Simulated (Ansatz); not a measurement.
An Ansatz (a first-principles code) run: CsPbBr3; Ansatz PBE, no spin-orbit coupling.

Input:

Ansatz 0.2 input:
```yaml
crystal:
  lattice:
    - [6.0027802833, 0, 0]
    - [0, 6.0027802833, 0]
    - [0, 0, 6.0027802833]
  atoms:
    - { symbol: Cs, position: [0, 0, 0] }
    - { symbol: Pb, position: [0.5, 0.5, 0.5] }
    - { symbol: Br, position: [0, 0.5, 0.5] }
    - { symbol: Br, position: [0.5, 0.5, 0] }
    - { symbol: Br, position: [0.5, 0, 0.5] }
basis: { ecutwfc: 420, ecutrho_ratio: 4, xc_grid: 2, fft_grid_basis: typed }
kpoints: { mp_grid: { grid: [6, 6, 6] } }
hamiltonian:
  xc: pbe
  dispersion: none
  pseudopotentials: { kind: paw }
scf: { occupations: { method: fermi_dirac, width: 0.05 }, convergence: { dr2_threshold: 0.0000000005 } }
output: { forces: true, stress: true }
checkpoint: { write: state.ck, write_every: 1000 }
```

Output (explanatory and most iteration lines left out):

```
Pseudopotential: Cs, paw, valence charge 9
Pseudopotential: Pb, paw, valence charge 14
Pseudopotential: Br, paw, valence charge 7
Crystal: 5 atoms, lattice volume = 216.300 Å³
Basis set: ecut = 420 eV, 4169 PW (Γ), exchange–correlation on 90×90×90 points (8 copies of the dense FFT grid, shifted against one another)
Bands: 27, of which v1, the nominal top of the filled ones, is band 22 counted from 1 (21 counted from 0)
Symmetry: 48 space group operations
Space group: Pm-3m (ITA 221), of the structure as read, at distance tolerance 6.0e-5 Å
k-points: 20 of 216
Functional: x = pbe(κ = 0.804, μ = 0.2195149727645171), c = pbe(β = 0.06672455060314922)
SCF iter   1: F=—  HF=-25933.276001 eV  |F-HF|=—  |Δ(HF+E_count)|=         —  Δρ=4.95e-4  dr2=5.08e-4  ethr=1.77e-3  ⟨swp⟩=7.5  Hψ=2843  notcnv=0
SCF iter   2: F=—  HF=-25933.275766 eV  |F-HF|=—  |Δ(HF+E_count)|=   2.35e-4  Δρ=1.85e-4  dr2=9.01e-5  ethr=1.15e-6  ⟨swp⟩=3.4  Hψ=1592  notcnv=0  defer=1
SCF 1 converged in 7 iterations: F = -25933.275893 eV  dr2 = 1.12e-10
SCF converged after 7 iterations
Free energy (F): -25933.275893 eV
Internal energy: -25933.275893 eV  (E = F + TS)
E sigma→0 (E₀):  -25933.275893 eV
Fermi energy:    3.780366 eV
--- Forces (eV/Å), atoms counted from 1 ---
  atom   1  Cs    -0.00000000    -0.00000000    -0.00000000
  atom   2  Pb     0.00000000     0.00000000     0.00000000
  atom   3  Br     0.00000000    -0.00000000     0.00000000
  atom   4  Br    -0.00000000     0.00000000    -0.00000000
  atom   5  Br    -0.00000000    -0.00000000    -0.00000000
--- Stress (GPa, compression-positive) ---
        0.000299       0.000000       0.000000
       -0.000000       0.000299       0.000000
        0.000000       0.000000       0.000299
  P = ⅓ Tr σ = 0.0003 GPa (0.003 kbar)
```

Spin-orbit coupling, missing from the scalar runs, can matter with Pb. No phonon test of stability was made. The cell is CsPbBr$_{3}$ in the cubic perovskite structure (space group Pm-3m, No. 221). Many cubic perovskites are stable only at high temperature; tilts and polar distortions were not tested. This is not the structure that CsPbBr3 has at room temperature and ambient pressure.
